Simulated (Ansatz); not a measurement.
Take PbI2 in the CdI2 type structure (space group P-3m1, No. 164; a = 4.5590 Å, c = 6.9727 Å) as the base.

All numbers come from PBE-D3(BJ), PAW, 420 eV (Ansatz, an electronic-structure program; spin-orbit coupling left out).

Base values:

Band gap: 2.18 eV
Smallest direct gap: 2.18 eV

The change: a free-standing slab of 1 layer (3 atoms, 3 a layer) is cut normal to the stacking axis, with 15 Å of vacuum and the in-plane cell relaxed.

Question: Predict the new band gap.

Answer: The band gap goes up by 0.40 eV, from 2.18 eV to 2.58 eV.

Question: What does the calculation give for the smallest direct gap after the change?

Answer: The smallest direct gap rises by 0.74 eV (2.18 eV → 2.92 eV).

Question: Predict the new excess energy per area of both faces.

Answer: The excess energy per area of both faces (slab less bulk energy over the cell's area: twice a surface energy) comes out as 0.20 J/m².

Question: How does this affect the gap character?

Answer: The gap character is indirect, K–Γ (67 % along) → Γ.

Slab and bulk use different k-meshes, which limits the precision of the excess energy. Spin-orbit coupling, missing from the scalar runs, can matter with I and Pb. No phonon test of stability was made.
